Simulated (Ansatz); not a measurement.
NbAs (I4₁md, No. 109, 4 atoms in the cell; start mp-2059) was calculated with r²SCAN in Ansatz (plane waves, PAW).

Settings: plane-wave cutoff 560 eV, 22×22×22 k mesh, Fermi–Dirac smearing 0.05 eV, no spin polarisation, scalar-relativistic PAW data made under PBE.

Cell (relaxed at this level):

```cif
data_As4Nb4
_chemical_formula_sum 'Nb4 As4'
_space_group_name_H-M_alt 'I41md'
_space_group_IT_number 109
_space_group_name_Hall 'I 4bw -2'
_cell_length_a 3.45740
_cell_length_b 3.45740
_cell_length_c 11.76279
_cell_angle_alpha 90.000
_cell_angle_beta 90.000
_cell_angle_gamma 90.000
loop_
_atom_site_label
_atom_site_type_symbol
_atom_site_symmetry_multiplicity
_atom_site_Wyckoff_symbol
_atom_site_fract_x
_atom_site_fract_y
_atom_site_fract_z
_atom_site_occupancy
Nb1 Nb 4 a 0.00000 0.00000 0.24961 1
As1 As 4 a 0.00000 0.00000 0.66739 1
```
(The calculation used a cell of 4 atoms; values per cell refer to that cell.)

Q: Predict the bulk modulus.

A: 
* **bulk modulus**: 170 GPa

Note: the run has no spin polarisation, so it can have missed a magnetic state; the bulk modulus is −V dP/dV from two relaxed cells at ±2 % in volume; the relaxation could not lower the start's symmetry, so the cell can be a saddle point above a distorted one.

The computed numbers hold no vibrational or temperature effects.

Cost on a shared machine: about 12 core-minutes (a rough figure).

A start named mp-… is a Materials Project structure, which need not be a measured phase.

Ansatz is an electronic-structure program.
